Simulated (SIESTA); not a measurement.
## Worked example: self-consistent single point of the (100) slab of SnO (cut from a parent of space group no. 187; 4 atoms in the cell) in SIESTA

Computed with GGA PBE, numerical atomic orbitals DZP, PseudoDojo PBE standard norm-conserving potentials (rewritten from UPF to PSML) run with SIESTA.

This input was run:

```
# files in the folder: Sn.psml O.psml (PseudoDojo PBE standard)
SystemName  SnO
SystemLabel sno

NumberOfAtoms                4
NumberOfSpecies              2
%block ChemicalSpeciesLabel
  1 50 Sn
  2 8 O
%endblock ChemicalSpeciesLabel
LatticeConstant              3.135356 Ang
%block LatticeVectors
     1.000000000    0.000000000    0.000000000
     0.000000000    0.975950418    0.000000000
     0.000000000    0.000000000    6.546465537
%endblock LatticeVectors
AtomicCoordinatesFormat      Fractional
%block AtomicCoordinatesAndAtomicSpecies
     0.916667000    0.000000000    0.389759000  1
     0.416667000    0.000000000    0.522048000  1
     0.916667000    0.500000000    0.477952000  2
     0.416667000    0.500000000    0.610241000  2
%endblock AtomicCoordinatesAndAtomicSpecies

XC.functional                GGA
XC.authors                   PBE
PAO.BasisSize                DZP
PAO.EnergyShift              0.005 Ry
MeshCutoff                   350 Ry
%block kgrid.MonkhorstPack
    9   0   0  0.0
    0   9   0  0.0
    0   0   1  0.0
%endblock kgrid.MonkhorstPack
OccupationFunction           FD
ElectronicTemperature        1160.45 K
Slab.DipoleCorrection        vacuum

MaxSCFIterations             150
SCF.Mixer.Method             Pulay
SCF.Mixer.Weight             0.2
SCF.Mixer.History            8
SCF.DM.Tolerance             1.0E-04
Diag.ParallelOverK           true
WriteForces                  true
Charge.Mulliken              end
```

Output, abridged:

```
reinit: Reading from file input.fdf

reinit: System Name: SnO
reinit: System Label: sno

coor:   Atomic-coordinates input format  =     Fractional

siesta: Atomic coordinates (Bohr) and species
siesta:      5.43122   0.00000  15.11781  1        1
siesta:      2.46874   0.00000  20.24898  1        2
siesta:      5.43122   2.89124  18.53860  2        3
siesta:      2.46874   2.89124  23.66977  2        4

siesta: System type = slab

initatomlists: Number of atoms, orbitals, and projectors:      4    62    90

siesta: ******************** Simulation parameters ****************************
redata: Spin configuration                          = none
redata: Time-Reversal Symmetry                      = T
redata: Number of Atomic Species                    =        2
redata: Mesh Cutoff                                 =   350.0000 Ry
redata: Net charge of the system                    =     0.0000 |e|
redata: Min. number of SCF Iter                     =        0
redata: Max. number of SCF Iter                     =      150
redata: SCF convergence failure will abort job
redata: SCF mix quantity                            = Hamiltonian
redata: Mix DM or H after convergence               =   F
redata: Recompute H after scf cycle                 =   F
redata: Mix DM in first SCF step                    =   T
redata: No kicks to SCF
redata: DM Mixing Weight for Kicks                  =     0.5000
redata: Require Harris convergence for SCF          =   F
redata: Harris energy tolerance for SCF             =     0.000100 eV
redata: Require DM convergence for SCF              =   T
redata: DM tolerance for SCF                        =     0.000100
redata: Require EDM convergence for SCF             =   F
redata: EDM tolerance for SCF                       =     0.001000 eV
redata: Require H convergence for SCF               =   T
redata: Hamiltonian tolerance for SCF               =     0.001000 eV
   [... lines left out ...]
superc: Number of atoms, orbitals, and projectors:    196   3038   4410

outcell: Unit cell vectors (Ang):
        3.135356    0.000000    0.000000
        0.000000    3.059952    0.000000
        0.000000    0.000000   20.525500

outcell: Cell vector modules (Ang)   :    3.135356    3.059952   20.525500
outcell: Cell angles (23,13,12) (deg):     90.0000     90.0000     90.0000
outcell: Cell volume (Ang**3)        :    196.9224
new_DM -- step:     1
Initializing Density Matrix...

Attempting to read DM from file... Failed...
DM filled with atomic data:

InitMesh: MESH = 36 x 36 x 240 = 311040
InitMesh: Mesh cutoff (required, used) =   350.000   364.362 Ry

dipole: A dipole layer will be introduced in the vacuum
dipole: region to compensate the vacuum field
dipole: Dipole direction     0.000000     0.000000     1.000000
dipole: Field tolerance [eV/Ang/e]     0.000100
dipole: Vacuum plane point automatically determined

Dipole moment in unit cell =      -0.0000      -0.0000      -0.0000 D
Electric field for dipole correction =     0.000000     0.000000     0.000000 eV/Ang/e

stepf: Fermi-Dirac step function
Dipole moment in unit cell =      -0.0000      -0.0000     -21.4724 D
Electric field for dipole correction =     0.000000     0.000000     4.107856 eV/Ang/e
        iscf     Eharris(eV)        E_KS(eV)     FreeEng(eV)     dDmax    Ef(eV) dHmax(eV)
   scf:    1    -5065.563286    -5147.458421    -5147.487029  0.959803 -5.161080 50.900237
Dipole moment in unit cell =       0.0000       0.0000     113.2600 D
Electric field for dipole correction =    -0.000000    -0.000000   -21.667648 eV/Ang/e
   scf:    2    -2024.325218    -4235.977739    -4236.008842  2.157305 -3.347552258.228501
Dipole moment in unit cell =      -0.0000      -0.0000     -10.5699 D
Electric field for dipole correction =     0.000000     0.000000     2.022112 eV/Ang/e
   scf:    3    -5029.450640    -5177.249215    -5177.296517  2.132139 -5.497340 22.337711
Dipole moment in unit cell =       0.0000       0.0000       5.5852 D
Electric field for dipole correction =    -0.000000    -0.000000    -1.068496 eV/Ang/e
   scf:    4    -5154.712813    -5178.614773    -5178.714782  0.666218 -5.462585 19.112572
Dipole moment in unit cell =       0.0000       0.0000       0.2180 D
   [... lines left out ...]
Dipole moment in unit cell =      -0.0000      -0.0000      -1.2756 D
Electric field for dipole correction =     0.000000     0.000000     0.244038 eV/Ang/e
   scf:   12    -5184.730888    -5184.731313    -5184.821376  0.002065 -5.458181  0.078839
Dipole moment in unit cell =      -0.0000      -0.0000      -1.3186 D
Electric field for dipole correction =     0.000000     0.000000     0.252265 eV/Ang/e
   scf:   13    -5184.731534    -5184.731500    -5184.821459  0.001761 -5.458991  0.024232
Dipole moment in unit cell =      -0.0000      -0.0000      -1.3085 D
Electric field for dipole correction =     0.000000     0.000000     0.250334 eV/Ang/e
   scf:   14    -5184.731461    -5184.731485    -5184.821468  0.000424 -5.458838  0.000356
Dipole moment in unit cell =      -0.0000      -0.0000      -1.3088 D
Electric field for dipole correction =     0.000000     0.000000     0.250378 eV/Ang/e
   scf:   15    -5184.731487    -5184.731486    -5184.821468  0.000054 -5.458890  0.000449
SCF Convergence by DM+H criterion
max |DM_out - DM_in|         :     0.0000541588
max |H_out - H_in|      (eV) :     0.0004491210
SCF cycle converged after 15 iterations

Using DM_out to compute the final energy and forces
Dipole moment in unit cell =      -0.0000      -0.0000      -1.3088 D
Electric field for dipole correction =     0.000000     0.000000     0.250378 eV/Ang/e

siesta: E_KS(eV) =            -5184.7315

siesta: E_KS - E_eggbox =     -5184.7315

siesta: Atomic forces (eV/Ang):
     1   -0.000000    0.000000   -1.668174
     2   -0.000000   -0.000000    5.400789
     3    0.000000   -0.000000    0.026282
     4   -0.000000   -0.000000   -3.757598
   Tot    0.000000    0.000000    0.001299
   Max    5.400789
   Res    1.959412    sqrt( Sum f_i^2 / 3N )
   Max    5.400789    constrained

Stress tensor Voigt[x,y,z,yz,xz,xy] (kbar):      -55.21      -27.26       17.80       -0.00        0.00        0.00
(Free)E + p*V (eV/cell)    -5182.1716
Target enthalpy (eV/cell)    -5184.8215

siesta: Program's energy decomposition (eV):
siesta: Ebs     =      -795.307614
siesta: Eions   =      4953.106780
siesta: Ena     =       307.617063
siesta: Ekin    =      3145.894286
siesta: Enl     =     -2263.038042
siesta: Eso     =         0.000000
siesta: Edftu   =         0.000000
siesta: DEna    =         2.029332
siesta: DUscf   =         1.150661
siesta: DUext   =         0.034111
siesta: Ex      =     -1342.815702
siesta: Ec      =       -82.496415
siesta: Exc     =     -1425.312116
siesta: Eharris =     -5184.731487
siesta: Etot    =     -5184.731486
siesta: FreeEng =     -5184.821468

siesta: Atomic forces (eV/Ang):
siesta:      1   -0.000000    0.000000   -1.668174
siesta:      2   -0.000000   -0.000000    5.400789
siesta:      3    0.000000   -0.000000    0.026282
siesta:      4   -0.000000   -0.000000   -3.757598
siesta: ----------------------------------------
siesta:    Tot    0.000000    0.000000    0.001299

siesta: Stress tensor (static) (eV/Ang**3):
siesta:    -0.034461   -0.000000    0.000000
siesta:     0.000000   -0.017014   -0.000000
siesta:     0.000000   -0.000000    0.011107

   [... lines left out ...]
siesta: Cell volume =        196.922445 Ang**3
siesta:          21.55944781         27.78527363  kBar
   [... lines left out ...]
mulliken: Atomic and Orbital Populations:

Species: Sn
Atom  Qatom  Qorb
               5s      5s      5py     5pz     5px     5py     5pz     5px
               4dxy    4dyz    4dz2    4dxz    4dx2-y2 5dxy    5dyz    5dz2
               5dxz    5dx2-y2
   1 13.775   1.547   0.122   0.241   0.420   0.468   0.270   0.079   0.181
              2.005   1.997   2.001   2.003   1.998   0.076   0.050   0.059

              0.077   0.181
   2 13.322   1.299   0.152   0.105   0.288   0.173   0.317   0.243   0.171
              1.993   1.993   1.992   1.997   1.999   0.103   0.098   0.165

              0.102   0.133

Species: O
Atom  Qatom  Qorb
               2s      2s      2py     2pz     2px     2py     2pz     2px
               3Pdxy   3Pdyz   3Pdz2   3Pdxz   3Pdx2-y2
   3  6.697   1.902  -0.068   1.951   1.932   1.913  -0.382  -0.308  -0.291
              0.015   0.012   0.008   0.007   0.006
   4  6.205   1.811   0.066   1.381   1.426   1.502   0.035  -0.048   0.010
              0.000   0.010   0.006   0.004   0.002

mulliken: Qtot =       40.000

Mulliken Atomic Populations:
Atom #   charge [q] valence [e]  Species
     1     0.224861   13.775139  Sn
     2     0.677565   13.322435  Sn
     3    -0.697019    6.697019  O
     4    -0.205408    6.205408  O
 Total     0.000000

siesta: Electric dipole (a.u.)  =   -0.000000   -0.000000   -0.514907
siesta: Electric dipole (Debye) =   -0.000000   -0.000000   -1.308762
```

The run converged in 15 iterations.

The starting cell was generated: these elements placed on a structure prototype, without a prior relaxation; it need not be a known phase or ordering of this composition. The slab is cut from that crystal, and its faces are unrelaxed. Spin polarisation is off, though cut faces can carry moments; the slab shows no gap. Values carry the incompleteness of an atom-centred basis. Forces in this geometry exceed 1 eV/Å.

Cost on one core of a shared machine: roughly 40 s.
